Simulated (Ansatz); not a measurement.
**TiB2: isotropic strain +2.66 %**

The parent structure is TiB2 (space group P6/mmm, No. 191; a = 3.017 Å, c = 3.185 Å).

Modification: an isotropic linear strain of +2.66 %, atoms relaxed at fixed cell.

Method: PBEsol, PAW, 420 eV (Ansatz, a first-principles code; without spin-orbit coupling), earlier PAW set. Γ-centred 13×13×10 mesh, Fermi–Dirac width 0.05 eV.

The volume per atom grows by 0.69 Å³ (8.37 Å³ → 9.06 Å³) and the space group stays P6/mmm (No. 191). The shortest interatomic distance rises by 0.088 bohr, from 3.292 bohr to 3.380 bohr and the energy goes up by 41 meV/atom. The pressure (mean of the normal stresses, compression positive) goes from zero to -18.2 GPa and the band gap stays zero.

Final structure:

```xyz
3
Lattice="3.0975 0.0000 0.0000 -1.5488 2.6826 0.0000 0.0000 0.0000 3.2697" Properties=species:S:1:pos:R:3 pbc="T T T"
Ti     0.0000     0.0000     0.0000
B      0.0000     1.7884     1.6348
B      1.5488     0.8942     1.6348
```

Cost of the whole job for the changed cell (relaxation, final SCF and bands): very roughly 4 core-seconds.

The mesh was chosen for an insulator and is coarse for the gapless case. Whether these cells are dynamically stable was not tested. All final runs are without spin polarisation.
